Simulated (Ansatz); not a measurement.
Start from Mg$_{2}$Ge in the anti-fluorite structure (space group Fm-3m, No. 225; a = 6.286 Å). Axes: x, y, z lie along the cube axes.

Method: LDA (Ansatz, an electronic-structure program, PAW, no spin-orbit coupling).

For the base:

| Property | Result |
|---|---|
| Valley order | X along ⟨100⟩ 0.10 eV; L along ⟨111⟩ 1.10 eV; Γ 1.16 eV |

It is then changed as follows: biaxial strain −0.50 %, plane normal [001], relaxed out of plane (Cartesian); in-plane vectors clamped, the third vector and the atoms free.

Task: What does the calculation give for the in-plane stress, valley order and energy relative to the base after the change?

Result: The mean in-plane stress (compression positive) amounts to +0.7 GPa; the valley order (the lowest conduction-band minima on the path, energy above the VBM, named in the base's zone) changes from X along ⟨100⟩ 0.10 eV; L along ⟨111⟩ 1.10 eV; Γ 1.16 eV to X along [100] 0.07 eV; X along [001] 0.10 eV; L along [1-1-1] 1.12 eV; Γ 1.19 eV; the energy rises by 0.4 meV/atom.

The levels and masses belong to the bands next to the band gap. Stability against distortions was not tested.
